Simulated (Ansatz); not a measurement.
These are PBE (plane waves to 420 eV, PAW; Ansatz, a first-principles code) values and carry that method's errors.

Host crystal: wurtzite ZnO, with a band gap (PBE, scalar-relativistic without spin-orbit coupling).

Planar average of the electrostatic potential across the slab, in eV from the highest filled level, for Li on the 1x1 (10-10) surface of wurtzite ZnO (cut with top plane O + Zn), one in a 1x1 cell, started at the site 'hollow O-O-Zn-Zn-Zn':

(z (Å), V (eV)): (5.05, 4.45); (5.34, 4.45); (5.64, 4.45); (5.94, 4.45); (6.23, 4.45); (6.53, 4.45); (6.83, 4.45); (7.12, 4.44); (7.42, 4.43); (7.72, 4.39); (8.02, 4.31); (8.31, 4.11); (8.61, 3.57); (8.91, 2.03); (9.20, -2.20); (9.50, -6.58); (9.80, -9.58); (10.09, -10.99); (10.39, -10.25); (10.69, -6.72); (10.98, -1.99); (11.28, 1.21); (11.58, 0.96); (11.88, -2.55); (12.17, -6.31); (12.47, -8.35); (12.77, -9.03); (13.06, -8.84); (13.36, -7.69); (13.66, -4.74); (13.95, -0.77); (14.25, 0.87); (14.55, -0.96); (14.84, -4.88); (15.14, -7.64); (15.44, -8.47); (15.73, -8.62); (16.03, -8.22); (16.33, -6.88); (16.62, -3.54); (16.92, -0.13); (17.22, -0.09); (17.52, -2.98); (17.81, -6.59); (18.11, -8.20); (18.41, -7.89); (18.70, -7.15); (19.00, -7.63); (19.30, -7.05); (19.59, -4.17); (19.89, -1.38); (20.19, -1.18); (20.48, -0.89); (20.78, 0.15); (21.08, 1.17); (21.38, 1.64); (21.67, 1.95); (21.97, 2.15); (22.27, 2.27); (22.56, 2.35); (22.86, 2.40); (23.16, 2.43); (23.45, 2.45); (23.75, 2.46); (24.05, 2.47); (24.34, 2.47); (24.64, 2.47)

Model: 17-atom slab, 9.4 Å thick at the start under the adsorbate (thin: gaps and levels are the slab's own), 6x4x1 mesh, Fermi-Dirac 0.01 eV, dipole correction, 8 atoms held, the rest relaxed; held to the start's symmetry, so lower structures may exist; spin-polarised, ending with about 0.1 μB a cell; orders that need a larger cell were not tried, no spin-orbit, no U, no dispersion correction. At the end it is bonded to 2 O + 3 Zn. In PBE it is, or lies within 0.03 eV of, the lowest of the starts that converged.

Question: The surface cell has an area of 17.36 Å². What dipole along the normal does the step between the two vacuum levels imply?

Answer: the top vacuum level lies 1.98 eV below the bottom one; p = −ε₀ A ΔV (ε₀ = 0.005526 e/(V·Å)) gives 0.19 e·Å a cell.
